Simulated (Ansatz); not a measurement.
## Short convergence ladders for LaGa (Cmcm, 4 atoms in the cell)

```
LaGa
1.0
    2.30652    -5.75041     0.00000
    2.30652     5.75041     0.00000
    0.00000     0.00000     4.27854
La Ga
2 2
Direct
  0.86046   0.13954   0.25000
  0.13954   0.86046   0.75000
  0.56722   0.43278   0.25000
  0.43278   0.56722   0.75000
```

Base method: LDA (PW92), default PAW files made with PBE (plane waves; Ansatz, a quantum-chemistry and plane-wave program).

Base settings: basis.ecutwfc = 420 eV; kpoints.mp_grid.grid = 7 7 7; hamiltonian.xc = lda; hamiltonian.pseudopotentials = {kind: paw} (the program's default PAW files); scf.occupations.method = gaussian; scf.occupations.width = 0.1 eV.

Core times come from one kind of shared machine, to one figure; runs under 30 s give none.

**Zone-centre phonons against the cutoff**

In this ladder: phonons.method = dfpt.

The mesh stays at the base's, so the ladder's end is converged at best in this setting alone.

Frequencies are those of the unrelaxed cell, without the LO-TO term of polar crystals.

Only quantities that move along the ladder and can be compared are tabulated.

```tsv
basis.ecutwfc	highest zone-centre frequency (cm⁻¹)	lowest optical frequency (cm⁻¹)	core time / last (rough)
210 eV	211.3	75.9	0.3
250 eV	143.0	52.8	0.3
295 eV	175.9	60.0	0.3
420 eV	172.8	59.1	0.6
630 eV	172.7	59.1	1
```

Coarsest basis.ecutwfc that holds the lowest optical frequency within 2 cm⁻¹ of the last step, with all finer ones: 295 eV, at about 0.3 of the last step's time; the step before is off by 6.3 cm⁻¹.

Coarsest basis.ecutwfc that holds the highest zone-centre frequency within 5 cm⁻¹ of the last step, with all finer ones: 295 eV, at about 0.3 of the last step's time; the step before is off by 30 cm⁻¹.

**Zone-centre phonons against the mesh**

In this ladder: phonons.method = dfpt.

Frequencies are those of the unrelaxed cell, without the LO-TO term of polar crystals.

Only quantities that move along the ladder and can be compared are tabulated.

```tsv
kpoints.mp_grid.grid	highest zone-centre frequency (cm⁻¹)	lowest optical frequency (cm⁻¹)	core time / last (rough)
2 2 2	170.9	48.6	–
4 4 4	173.0	65.2	0.09
6 6 6	174.2	58.3	0.2
9 9 9	172.0	59.2	0.5
11 11 11	172.7	59.6	1
```

Coarsest kpoints.mp_grid.grid that holds the lowest optical frequency within 10 cm⁻¹ of the last step, with all finer ones: 4 4 4, at about 0.09 of the last step's time; the step before is off by 11 cm⁻¹.

Coarsest kpoints.mp_grid.grid that holds the highest zone-centre frequency within 1 cm⁻¹: not settled: the last two steps still differ by 0.8 cm⁻¹, over half the tolerance, so the ladder does not show it.

**The force threshold of a relaxation**

On LaGa (Cm, 4 atoms in the cell): one atom moved by 0.15 angstrom.

In this ladder: relax = atoms.

The mesh stays at the base's, so the ladder's end is converged at best in this setting alone.

Only quantities that move along the ladder and can be compared are tabulated.

```tsv
relax.f_tol	free energy less the last step's (meV/atom)	largest force left (eV/Å)	relaxation steps	core time / last (rough)
0.2 eV/Å	0.19	0.0467	2	0.4
0.05 eV/Å	0.19	0.0468	3	0.5
0.02 eV/Å	0.01	0.0098	3	0.6
0.005 eV/Å	0.00	0.0024	4	0.8
0.001 eV/Å	0.00	0.0005	5	1
```

Coarsest relax.f_tol that holds the largest force left within 0.005 eV/Å of the last step, with all finer ones: 0.005 eV/Å; the step before is off by 0.0092 eV/Å.

Coarsest relax.f_tol that holds the free energy within 0.1 meV/atom of the last step, with all finer ones: 0.02 eV/Å; the step before is off by 0.19 meV/atom.

On the base run: the starting cell comes from a database of computed structures (which also holds hypothetical and non-ambient phases and stackings), without a prior relaxation at this level. Its lattice was rescaled by up to half a per cent. In the base run, with a pressure of about -5 GPa the cell is away from its equilibrium volume at this level.

Keys are those of Ansatz 0.2.
